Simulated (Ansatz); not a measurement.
Results of PBE0 (plane waves, PAW; Ansatz, a quantum-chemistry and plane-wave program) for ZnO2 (Pa-3, No. 205, 12 atoms in the cell; start mp-8484).

The input as run:

Ansatz 0.2 input:
```yaml
crystal:
  lattice:
    - [4.8678670783, 0.0, 0.0]
    - [0.0, 4.8678670783, 0.0]
    - [0.0, 0.0, 4.8678670783]
  atoms:
    - { symbol: Zn, position: [0.0, 0.5, 0.5] }
    - { symbol: Zn, position: [0.5, 0.5, 0.0] }
    - { symbol: Zn, position: [0.5, 0.0, 0.5] }
    - { symbol: Zn, position: [0.0, 0.0, 0.0] }
    - { symbol: O, position: [0.4124706062, 0.0875293938, 0.9124706062] }
    - { symbol: O, position: [0.5875293938, 0.9124706062, 0.0875293938] }
    - { symbol: O, position: [0.0875293938, 0.9124706062, 0.4124706062] }
    - { symbol: O, position: [0.9124706062, 0.0875293938, 0.5875293938] }
    - { symbol: O, position: [0.9124706062, 0.4124706062, 0.0875293938] }
    - { symbol: O, position: [0.0875293938, 0.5875293938, 0.9124706062] }
    - { symbol: O, position: [0.5875293938, 0.5875293938, 0.5875293938] }
    - { symbol: O, position: [0.4124706062, 0.4124706062, 0.4124706062] }
basis:
  ecutwfc: 460
  ecutrho_ratio: 4
  xc_grid: 2
kpoints:
  mp_grid: { grid: [6, 6, 6] }
  band_path: { path: [[0, 0, 0], [0.181818, 0.181818, 0.181818]], npoints: 1 }
hamiltonian:
  xc: pbe0
  dispersion: none
  pseudopotentials: { kind: paw }
scf:
  occupations: { method: fermi_dirac, width: 0.01 }
  convergence: { dr2_threshold: 0.0000000012 }
output:
  forces: true
  stress: true
  eigenvalues: true
  write_bands: true
```

Question: How many irreducible k-points, plane waves at Γ does the program set up, and what pressure does the run end with?

Answer: 24 irreducible k-points, 2553 plane waves at Γ; P = 0.31 GPa, so the cell is compressed on average and its volume would grow at this level.

The run printed, among other lines:

```
WARN output.stress: scf.exx.energy_threshold = 1e-6 eV is looser than the 1.2e-7 eV advised for a stress under a hybrid functional (1e-8 eV for each atom of …
Crystal: 12 atoms, lattice volume = 115.350 Å³
Basis set: ecut = 460 eV, 2553 PW (Γ), exchange–correlation on 72×72×72 points (8 copies of the dense FFT grid, shifted against one another)
Bands: 60, of which v1, the nominal top of the filled ones, is band 48 counted from 1 (47 counted from 0)
Symmetry: 24 space group operations
Space group: Pa-3 (ITA 205), of the structure as read, at distance tolerance 4.9e-5 Å
k-points: 24 of 216
Functional: x = pbe(κ = 0.804, μ = 0.2195149727645171), c = pbe(β = 0.06672455060314922), warm-up for x = 0.75 pbe(κ = 0.804, μ = 0.2195149727645171) + 0.25 exact, c = pbe(β = 0.06672455060314922)
SCF iter   1: F=—  HF=-17804.377256 eV  |F-HF|=—  |Δ(HF+E_count)|=         —  Δρ=5.87e-3  dr2=2.60e-2
SCF iter   2: F=—  HF=-17804.374657 eV  |F-HF|=—  |Δ(HF+E_count)|=   2.60e-3  Δρ=1.76e-3  dr2=1.13e-3
  ...
Crystal: 12 atoms, lattice volume = 115.350 Å³
Initial density: handed on by an earlier stage of this run
Functional: x = 0.75 pbe(κ = 0.804, μ = 0.2195149727645171) + 0.25 exact, c = pbe(β = 0.06672455060314922)
Crystal: 12 atoms, lattice volume = 115.350 Å³
SCF 3 converged in 6 iterations: F = -17803.506001 eV  dr2 = 1.91e-10
Crystal: 12 atoms, lattice volume = 115.350 Å³
SCF iter   2: F=—  HF=-17803.506001 eV  |F-HF|=—  |Δ(HF+E_count)|=   2.30e-9  Δρ=1.53e-6  dr2=1.24e-9
SCF iter   3: F=-17803.506001 eV  HF=-17803.506001 eV  |F-HF|=3.64e-12  |Δ(HF+E_count)|=  2.07e-10  Δρ=3.54e-7  dr2=4.07e-10
SCF 4 converged in 3 iterations: F = -17803.506001 eV  dr2 = 4.07e-10
Free energy (F): -17803.506001 eV
Internal energy: -17803.506001 eV  (E = F + TS)
E sigma→0 (E₀):  -17803.506001 eV
Fermi energy:    9.860396 eV
--- Forces (eV/Å), atoms counted from 1 ---
  atom   1  Zn     0.00000000    -0.00000000     0.00000000
  atom   2  Zn     0.00000000    -0.00000000     0.00000000
  atom   3  Zn     0.00000000    -0.00000000     0.00000000
  atom   4  Zn     0.00000000    -0.00000000     0.00000000
  atom   5  O      0.40317304    -0.40317304     0.40317304
  atom   6  O     -0.40317304     0.40317304    -0.40317304
  atom   7  O     -0.40317304     0.40317304     0.40317304
  atom   8  O      0.40317304    -0.40317304    -0.40317304
  atom   9  O      0.40317304     0.40317304    -0.40317304
  atom  10  O     -0.40317304    -0.40317304     0.40317304
  atom  11  O     -0.40317304    -0.40317304    -0.40317304
  atom  12  O      0.40317304     0.40317304     0.40317304
--- Stress (GPa, compression-positive) ---
        0.305603       0.000000       0.000000
        0.000000       0.305603       0.000000
        0.000000       0.000000       0.305603
  P = ⅓ Tr σ = 0.3056 GPa (3.056 kbar)
```

The PAW data were made under PBE.

Note: cell and atoms aren't relaxed at this level (largest force component 0.40 eV/Å, pressure 0.3 GPa).

A start named mp-… is a Materials Project structure, which need not be a measured phase.
